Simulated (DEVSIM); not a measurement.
Structure: Au/AlN/SiO2/n-Si capacitor, at 350 K.

Layer 1 from the left is AlN, thickness (nm) 6.00. Layer 2 from the left is SiO2, thickness (nm) 1.00. Layer 3 from the left is Si, thickness (nm) 11000, Nd (cm⁻³) 2.8e15.

Metal gate on the left, work function 5.1 eV. Fixed charge at the semiconductor interface -9.9e11 cm⁻² (in units of +e); no interface traps.

This is a model device: material constants are rounded textbook-type values typed into the input, and sizes, dopings and lifetimes were drawn at random. Values at 300 K; Nc and Nv go as T^1.5, mobilities as T to minus their exponent, the gap by Varshni's rule with the affinity fixed.

AlN: gap (eV) 6.1, affinity (eV) 1.9, permittivity 8.5. SiO2: gap (eV) 9, affinity (eV) 0.9, permittivity 3.9. Si: gap (eV) 1.124, affinity (eV) 4.05, permittivity 11.7, Nc (cm⁻³) 2.86e19, Nv (cm⁻³) 3.1e19, Varshni α (eV/K) 0.000473, Varshni β (K) 636.

Simulated with DEVSIM: 1D Poisson equation in equilibrium, Boltzmann statistics, complete ionisation; no quantum confinement or tunnelling. Metal contacts follow the ideal Schottky-Mott rule: no Fermi-level pinning, no interface dipoles.

Question: What does the simulation give for the flat-band voltage, the minimum of the low-frequency capacitance?

Answer: flat-band voltage 0.94 V; minimum of the low-frequency capacitance 0.0243 μF/cm².
